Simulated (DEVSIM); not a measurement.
Device: abrupt Si n-p junction, at 300 K.

| layer (left to right) | material | thickness (μm) | Nd (cm⁻³) | Na (cm⁻³) | τn (s) | τp (s) |
|---|---|---|---|---|---|---|
| 1 | Si | 1.00 | 2.4e18 | - | 7.4e-6 | 7.4e-6 |
| 2 | Si | 190 | - | 1.3e14 | 7.4e-6 | 7.4e-6 |

Left contact: ohmic. Right contact: ohmic. Voltage is applied to the left contact. Recombination: SRH at mid-gap, radiative. Mobility is μmin + (μ − μmin)/(1 + (N/Nref)^α).

Constants are typed, rounded textbook-type inputs, not results; the design itself was drawn at random and stands for no fabricated device. Values at 300 K; Nc and Nv go as T^1.5, mobilities as T to minus their exponent, the gap by Varshni's rule with the affinity fixed.

| parameter | Si |
|---|---|
| gap (eV) | 1.124 |
| affinity (eV) | 4.05 |
| permittivity | 11.7 |
| Nc (cm⁻³) | 2.86e19 |
| Nv (cm⁻³) | 3.1e19 |
| μn (cm²/Vs) | 1417 |
| μp (cm²/Vs) | 470 |
| μn,min | 52 |
| μp,min | 45 |
| Nref,n | 9.7e16 |
| Nref,p | 2.2e17 |
| αn | 0.68 |
| αp | 0.72 |
| T exponent of μn | 2.3 |
| T exponent of μp | 2.2 |
| B (cm³/s) | 4.7e-15 |
| Varshni α (eV/K) | 0.000473 |
| Varshni β (K) | 636 |

Simulated with DEVSIM: 1D drift-diffusion, Boltzmann statistics, complete ionisation; no tunnelling, impact ionisation, image-force lowering or self-heating.

The temperature was swept, all else fixed.

```json
[
 {"temperature (K)": "250", "largest field in the device at zero bias (V/cm)": "77000", "potential step across the device at zero bias (V)": "0.828", "dark forward voltage at 1 A/cm² (V)": "0.744"},
 {"temperature (K)": "300", "largest field in the device at zero bias (V/cm)": "85000", "potential step across the device at zero bias (V)": "0.740", "dark forward voltage at 1 A/cm² (V)": "0.660"},
 {"temperature (K)": "350", "largest field in the device at zero bias (V/cm)": "91000", "potential step across the device at zero bias (V)": "0.649", "dark forward voltage at 1 A/cm² (V)": "0.579"},
 {"temperature (K)": "400", "largest field in the device at zero bias (V/cm)": "98000", "potential step across the device at zero bias (V)": "0.555", "dark forward voltage at 1 A/cm² (V)": "0.500"},
 {"temperature (K)": "450", "largest field in the device at zero bias (V/cm)": "100000", "potential step across the device at zero bias (V)": "0.462", "dark forward voltage at 1 A/cm² (V)": "0.420"},
 {"temperature (K)": "500", "largest field in the device at zero bias (V/cm)": "110000", "potential step across the device at zero bias (V)": "0.401", "dark forward voltage at 1 A/cm² (V)": "0.303"}
]
```

From the first row to the last the largest field in the device at zero bias goes from 77000 to 110000. From the first row to the last the potential step across the device at zero bias goes from 0.828 to 0.401.
